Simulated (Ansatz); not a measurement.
B20 (FeSi-type) MnGe, treated with r²SCAN (PAW; Ansatz, an electronic-structure program).

Run with plane-wave cutoff 560 eV, 12×12×12 k mesh, Fermi–Dirac smearing 0.05 eV, spin-polarised start, scalar-relativistic PAW data made under PBE.

Cell (relaxed at this level):

```
MnGe
1.0
    4.80091     0.00000     0.00000
    0.00000     4.80091     0.00000
    0.00000     0.00000     4.80091
Mn Ge
4 4
Direct
  0.86208   0.63792   0.36208
  0.36208   0.86208   0.63792
  0.13792   0.13792   0.13792
  0.63792   0.36208   0.86208
  0.15766   0.34234   0.65766
  0.65766   0.15766   0.34234
  0.84234   0.84234   0.84234
  0.34234   0.65766   0.15766
```

Question: Give the computed bulk modulus.

Answer: 
- bulk modulus: 80.9 GPa

The run finds no gap.

Note: the magnetic order was assumed, not searched for or taken from measurement; the relaxation could not lower the start's symmetry, so the cell can be a saddle point above a distorted one.
